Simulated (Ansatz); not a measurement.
Reference: Rb$_{2}$PtC$_{2}$ (P-3m1), PBEsol, rigid bands (plane waves, PAW, scalar-relativistic; Ansatz, an electronic-structure program); geometry: cell and atoms relaxed with PBEsol.

```cif
data_C2PtRb2
_chemical_formula_sum 'Rb2 Pt1 C2'
_space_group_name_H-M_alt 'P-3m1'
_space_group_IT_number 164
_space_group_name_Hall '-P 3 2"'
_cell_length_a 5.33972
_cell_length_b 5.33972
_cell_length_c 5.19670
_cell_angle_alpha 90.000
_cell_angle_beta 90.000
_cell_angle_gamma 120.000
loop_
_atom_site_label
_atom_site_type_symbol
_atom_site_symmetry_multiplicity
_atom_site_Wyckoff_symbol
_atom_site_fract_x
_atom_site_fract_y
_atom_site_fract_z
_atom_site_occupancy
Rb1 Rb 2 d 0.33333 0.66667 0.27501 1
Pt1 Pt 1 a 0.00000 0.00000 0.00000 1
C1 C 2 c 0.00000 0.00000 0.37744 1
```

The band gap is 1.06 eV. The electron conductivity mass is 0.31 mₑ and the Seebeck coefficient, n-type 1e19 cm⁻³ comes out as -289 μV/K.

**Question.** Swap Pt for Pd, keeping the structure type. How do these values move?

**Answer.** Rb2PdC2 (P-3m1): volume per atom 25.7 to 25.8 Å³; band gap rises (1.06 eV to 1.50 eV); electron conductivity mass rises (0.31 mₑ to 0.45 mₑ); Seebeck coefficient, n-type 1e19 cm⁻³ rises in size (-289 μV/K to -312 μV/K).

Moves up to 5 % count as about the same. Masses are for dilute carriers at 300 K, harmonic means over directions unless an axis is named. Seebeck coefficients are for the stated density at 300 K, with one relaxation time for all states and whether or not that doping can be reached. Spin-orbit coupling is left out.

Formula and space group known from diffraction (Crystallography Open Database), not checked to be the room-temperature form: Rb2PdC2 (P-3m1), Rb2PtC2 (P-3m1). The missing spin-orbit coupling matters most for Rb2PtC2 (P-3m1).
